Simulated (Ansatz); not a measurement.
Worked example: self-consistent single point of BW2 (I4, 6 atoms in the cell) in Ansatz (a first-principles code).

Method of the run: PBEsol, default PAW files made with PBE (plane waves; Ansatz).

```
BW2
1.0
   -2.76967     2.76967     2.37102
    2.76967    -2.76967     2.37102
    2.76967     2.76967    -2.37102
B W
2 4
Direct
  0.26054   0.26054   0.00000
  0.75000   0.75000   0.00000
  0.67031   0.82969   0.50000
  0.32969   0.17031   0.50000
  0.82969   0.32969   0.15938
  0.17031   0.67031   0.84062
```

Reference input (self-consistent single point, DFT, PBEsol, plane waves, default PAW files made with PBE): basis.ecutwfc = 30.9 Ry; kpoints.mp_grid.grid = 8 8 8; hamiltonian.xc = pbesol; hamiltonian.pseudopotentials = {kind: paw} (the program's default PAW files); scf.occupations.method = gaussian; scf.occupations.width = 0.0073 Ry. This run's input differs from it in these lines:

Ansatz 0.2 input:
```diff
@@ -16,3 +16,3 @@
   mp_grid:
-    grid: [8, 8, 8]
+    grid: [18, 18, 18]
 hamiltonian:
@@ -24,3 +24,3 @@
     method: gaussian
-    width: 0.0073 Ry
+    width: 0.022 Ry
 output:
```

Output, abridged:

```
SCF iter   1: F=—  HF=-41333.479136 eV  |F-HF|=—  |Δ(HF+E_count)|=         —  Δρ=5.52e-3  dr2=2.04e-2  ethr=1.77e-3  ⟨swp⟩=4.9  Hψ=111481  notcnv=0
all-band conjugate gradients solve this SCF's bands
preconditioner: auto → Kerker (q_TF=auto, 2.657 Å⁻¹)
SCF iter   2: F=—  HF=-41333.475728 eV  |F-HF|=—  |Δ(HF+E_count)|=   3.41e-3  Δρ=3.10e-3  dr2=6.00e-3  ethr=3.28e-5  ⟨swp⟩=1.0  Hψ=35891  notcnv=0
   [... lines left out ...]
SCF iter   5: F=-41333.474481 eV  HF=-41333.474481 eV  |F-HF|=1.23e-8  |Δ(HF+E_count)|=   2.21e-7  Δρ=7.38e-6  dr2=2.94e-8  ethr=2.02e-9  ⟨swp⟩=2.0  Hψ=40804  notcnv=0
SCF iter   6: F=-41333.474481 eV  HF=-41333.474481 eV  |F-HF|=1.09e-10  |Δ(HF+E_count)|=   8.28e-9  Δρ=7.46e-7  dr2=2.77e-10  ethr=4.73e-11  ⟨swp⟩=6.1  Hψ=107777  notcnv=0
the search or the solves at the SCF's close seem to have found levels that the self-consistency loop had missed (the run counts 1) …
SCF 1 converged in 6 iterations: F = -41333.474481 eV  dr2 = 2.77e-10
Free energy (F): -41333.474481 eV
Internal energy: -41333.324385 eV  (E = F + TS)
E sigma→0 (E₀):  -41333.399433 eV
Entropy (-TS):   -0.150096 eV (-25.016 meV/atom)
Fermi energy:    21.860949 eV
--- Forces (eV/Å), atoms counted from 1 ---
  atom   1  B      0.00000000    -0.00000000    -0.26459087
  atom   2  B     -0.00000000     0.00000000    -0.06133625
  atom   3  W      0.17683464     0.06293094     0.08148160
  atom   4  W     -0.17683464    -0.06293094     0.08148160
  atom   5  W     -0.06293094     0.17683464     0.08148160
  atom   6  W      0.06293094    -0.17683464     0.08148160
--- Stress (GPa, compression-positive) ---
        0.305212       0.000000       0.000000
       -0.000000       0.305212       0.000000
        0.000000       0.000000       0.827717
  P = ⅓ Tr σ = 0.4794 GPa (4.794 kbar)
  The stress holds the Pulay correction. Without it, at fixed plane waves, as pw.x and ABINIT print it: P = 0.3712 GPa
```

The run converged in 6 iterations. Against the reference run the free energy drops by 12.5 meV/atom, the pressure moves little (0.44 to 0.48 GPa) and the largest force hardly changes (0.263 to 0.265 eV/Å).

The starting cell comes from a database of computed structures (which also holds hypothetical and non-ambient phases and stackings), without a prior relaxation at this level. Its lattice was rescaled by up to half a per cent. One atom was moved a little off its site on purpose. Spin polarisation is off. Ansatz's pressure includes its estimate of the finite-basis (Pulay) stress.

Cost on one core of a shared machine: roughly 4 min.
